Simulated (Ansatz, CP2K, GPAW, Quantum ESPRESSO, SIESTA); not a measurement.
Code comparison for Zr₂Sb₃Pd (P1, 6 atoms in the cell)

Self-consistent single point, at a second geometry (atoms moved at random). First geometry:

```
Zr2Sb3Pd
1.0
    3.96126     0.00000     0.00000
    0.00000     3.96126     0.00000
    0.00000     0.00000     8.73892
Zr Sb Pd
2 3 1
Direct
  0.50000   0.00000   0.73919
  0.00000   0.50000   0.26081
  0.50000   0.00000   0.38377
  0.00000   0.50000   0.61623
  0.00000   0.00000   0.00000
  0.50000   0.50000   0.00000
```

Second geometry:
```
Zr2Sb3Pd
1.0
    3.96126     0.00000     0.00000
    0.00000     3.96126     0.00000
    0.00000     0.00000     8.73892
Zr Sb Pd
2 3 1
Cartesian
  2.07791  -0.06516   6.46739
 -0.00022   2.03943   2.30675
  1.97919   0.04843   3.39794
 -0.02758   1.96347   5.29420
 -0.07377   0.01541   0.01958
  1.98636   1.94030  -0.00800
```

Shared settings, as Ansatz (a program for electronic structure) writes them: kpoints.mp_grid.grid = 7 7 3; scf.occupations.method = gaussian; scf.occupations.width = 0.01 Ry. Potentials and cutoffs stand in the table.

```csv
code,model,ΔF from the first geometry (meV/atom),pressure (GPa),largest force (eV/Å),cutoff
Ansatz,"PBEsol, PAW files made with PBE",24.6,-4.44,0.912,default
Quantum ESPRESSO,"PBEsol, GBRV 1.5 ultrasoft (PBESOL) pseudopotentials",24.9,-4.35,0.912,40 Ry
SIESTA,"GGA PBEsol, numerical atomic orbitals TZP, PseudoDojo PBEsol standard norm-conserving potentials (rewritten from UPF to PSML)",26.9,-4.67,0.939,grid 350 Ry
CP2K,"PBEsol, GPW, DZVP-MOLOPT-SR-GTH basis, GTH-PBE potentials (GTH_POTENTIALS)",28.5,-1.77,0.985,grid 500 Ry
GPAW,"PBEsol, GPAW PAW datasets PBEsol (made by gpaw-setup)",24.3,-4.95,0.902,550 eV
```

Size of the force on each atom (eV/Å): Sizes of forces hide their directions.

| code | Zr1 | Zr2 | Sb3 | Sb4 | Sb5 | Pd6 |
|---|---|---|---|---|---|---|
| Ansatz | 0.912 | 0.405 | 0.393 | 0.872 | 0.660 | 0.396 |
| Quantum ESPRESSO | 0.912 | 0.401 | 0.401 | 0.879 | 0.672 | 0.406 |
| SIESTA | 0.918 | 0.468 | 0.448 | 0.939 | 0.730 | 0.482 |
| CP2K | 0.985 | 0.513 | 0.476 | 0.981 | 0.783 | 0.495 |
| GPAW | 0.902 | 0.391 | 0.389 | 0.863 | 0.654 | 0.391 |

On Ansatz's run: spin-orbit coupling is off. Spin polarisation is off.

The spread over the programs that give each value: ΔF from the first geometry within 4.2 meV/atom; pressure within 3.18 GPa; largest force within 0.083 eV/Å.

SIESTA and CP2K use small atom-centred bases, whose incompleteness enters pressures, forces and empty levels differently from a plane-wave cutoff. Ansatz's pressure is given at a fixed set of plane waves, as the other plane-wave codes print theirs. In the pressure, CP2K (by 2.67) lies more than 1 GPa from the median of the plane-wave programs. In the force vectors, SIESTA (by 0.088) and CP2K (by 0.124) lie more than 0.08 eV/Å from the median of the plane-wave programs.

The starting cell comes from a database of computed structures (which also holds hypothetical and non-ambient phases and stackings), without a prior relaxation at this level. For this run, on top of that: atoms moved at random.

Keys are those of Ansatz 0.2.
